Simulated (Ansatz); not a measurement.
```
CELL_PARAMETERS angstrom
      3.37504     0.00000     0.00000
     -1.68752     2.92287     0.00000
      0.00000     0.00000    21.35000
ATOMIC_POSITIONS crystal
  B  0.33333 0.66667 0.40568
  As 0.66667 0.33333 0.40604
  B  0.66667 0.33333 0.59432
  As 0.33333 0.66667 0.59396
```

Values marked by level come from PBE+D3(BJ) (plane waves to 420 eV, PAW; Ansatz, a program for electronic structure); PBE+D3(BJ) with spin-orbit coupling (plane waves to 420 eV, PAW; Ansatz). Geometries and values that name no level are of the first. Values not marked SOC have no spin–orbit coupling; PBE gaps are too small against experiment. Its k-point mesh 12×12×1, Fermi–Dirac width 0.01 eV. A dipole correction is on.

Problem. Name the layers and their stacking, and give its binding and gap.

Solution. 2 layers of BAs-ML, started at antiparallel, no shift (facing As atop B and B atop As, held by symmetry; BAs-ML a predicted or substrate-bound sheet, here free).
| Quantity | Value |
|---|---|
| step of the vacuum level across the stack (top less bottom) | 0.00 eV |
| interaction energy of the frozen layers | -14.0 meV/Å² |
| interaction energy without the D3 term at this geometry | +3.4 meV/Å² |
| PBE gap over the mesh and listed points off it | 1.05 eV, direct |
| valence and conduction edges under the vacuum level of the lower face | 5.09 and 4.04 eV |
| PBE+SOC gap at the same geometry | 1.05 eV |
